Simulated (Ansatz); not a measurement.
The parent structure is BP (space group P4_2/mnm, No. 136; a = 5.532 Å, c = 3.187 Å; a hypothetical phase, not in the database extracts checked). Axes: x, y, z lie along a, b, c of the conventional cell.

Now apply this change: compressive biaxial strain of 1.68 % in the plane normal to [001], as in epitaxy on a mismatched substrate; the out-of-plane cell vector and the atoms relax.

Levels (all Ansatz, a quantum-chemistry and plane-wave program, PAW): PBEsol (420 eV, no spin-orbit coupling); r2SCAN (500 eV, no SOC); HSE06 (420 eV, spin-orbit coupling left out).

At the geometry relaxed with PBEsol, these levels gave the following band gaps, in shuffled order: (a) 0.36 eV, (b) 0.90 eV, (c) 0.12 eV.

**Question.** Match each gap to its level.

**Answer.** (a) r2SCAN; (b) HSE06; (c) PBEsol.

Single points use the geometry relaxed with PBEsol. HSE06 gaps are upper bounds (no full band path). Stability against distortions was not tested. The zero or small gap of BP can change with the level of theory.
